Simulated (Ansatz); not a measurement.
# A computed series for Mg2Si: response to strain

The reference is Mg2Si (space group P4/nmm, No. 129; a = 4.141 Å, c = 6.907 Å; a cell from a computed database, its experimental status unchecked). Axes: x, y, z lie along a, b, c of the conventional cell.

Strains are applied to the cell and any free atomic positions relax; under stress the whole cell relaxes.

Calculations: PBEsol (Ansatz, a quantum-chemistry and plane-wave program, PAW, without spin-orbit coupling).

Notes on the quantities. energy relative to the base: free energy F; pressure: mean of the normal stresses, compression positive.

```json
[
 {"case": "base", "energy relative to the base": "0 meV/atom", "volume per atom": "19.74 Å³", "largest internal atomic displacement": "–", "pressure": "0.0 GPa"},
 {"case": "isotropic strain +3.75 %", "energy relative to the base": "+39 meV/atom", "volume per atom": "22.05 Å³", "largest internal atomic displacement": "0.030 Å", "pressure": "-5.0 GPa"},
 {"case": "isotropic strain +3.79 %", "energy relative to the base": "+40 meV/atom", "volume per atom": "22.07 Å³", "largest internal atomic displacement": "0.031 Å", "pressure": "-5.0 GPa"},
 {"case": "uniaxial strain ε_xx = +5.95 %", "energy relative to the base": "+19 meV/atom", "volume per atom": "20.92 Å³", "largest internal atomic displacement": "0.033 Å", "pressure": "-2.6 GPa"},
 {"case": "uniaxial stress, 0.5 GPa tension along x", "energy relative to the base": "+0.2 meV/atom", "volume per atom": "19.81 Å³", "largest internal atomic displacement": "–", "pressure": "–"}
]
```

Without a gap, meshes like the base's 11×11×7 leave anisotropic stresses uncertain by several tenths of a GPa, and small strain energies with them. Beyond what the load breaks, stability against distortions was not tested. The final runs are not spin-polarised.
